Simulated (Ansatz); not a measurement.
The reference is BaHfO$_{3}$ in the cubic perovskite structure (space group Pm-3m, No. 221; a = 4.158 Å).

One thing is altered: a hydrostatic pressure of 3 GPa.

Levels (all Ansatz, an electronic-structure program, PAW): PBEsol (420 eV, without spin-orbit coupling); HSE06 (420 eV, no spin-orbit coupling).

The geometry is relaxed with PBEsol.

```
Property          Result
---------------  -------
PBEsol band gap  3.62 eV
```

Task: Predict the band gap from HSE06.

Result: The band gap grows by 1.636 eV, from 3.62 eV to 5.25 eV.

Single points use the geometry relaxed with PBEsol. HSE06 gaps are upper bounds (no full band path). Spin-orbit coupling, missing from the scalar runs, can matter with Hf. Load acts through the strain it causes; cell and atoms are relaxed under it. Whether these cells are dynamically stable was not tested. The base started in P4mm and relaxed to Pm-3m at this level.
